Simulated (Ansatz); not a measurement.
**CdTe (F-43m): band-edge transport data**

```yaml
crystal:
  lattice:
    - [0.00000, 3.24465, 3.24465]
    - [3.24465, 0.00000, 3.24465]
    - [3.24465, 3.24465, 0.00000]
  atoms:
    - { symbol: Cd, position: [0.00000, 0.00000, 0.00000] }
    - { symbol: Te, position: [0.25000, 0.25000, 0.25000] }
```

Level of theory: PBE with spin-orbit coupling, rigid bands (plane waves, PAW; Ansatz, a program for electronic structure). Cell: cell and atoms relaxed with PBEsol.

```
Item                                                                                                                                                          Result
---------------------------------------------------------------------------------------------------------------------------------------  ---------------------------
band gap                                                                                                                                                     0.49 eV
electron conductivity mass (300 K, dilute)                                                                                                                  0.064 mₑ
hole conductivity mass (300 K, dilute)                                                                                                                       0.55 mₑ
effective density of states N_c (300 K)                                                                                                                  3.5e17 cm⁻³
effective density of states N_v (300 K)                                                                                                                  1.8e19 cm⁻³
density-of-states mass, electrons                                                                                                                           0.058 mₑ
density-of-states mass, holes                                                                                                                                0.79 mₑ
Seebeck coefficient, n-type 1e19 cm⁻³, 300 K                                                                                                                -48 μV/K
Seebeck coefficient, p-type 1e19 cm⁻³, 300 K                                                                                                                268 μV/K
best p-type power factor at 300 K for τ = 10 fs (best axis; densities from 1e16 to 1e21 cm⁻³ tried, whether or not they can be reached)  5.3 μW/(cm·K²) at 1e20 cm⁻³
```

Rigid bands; masses and Seebeck coefficients take one relaxation time τ for all states and one kind of carrier; polarons and phonon drag are left out. Geometry: cell and atoms relaxed with PBEsol.
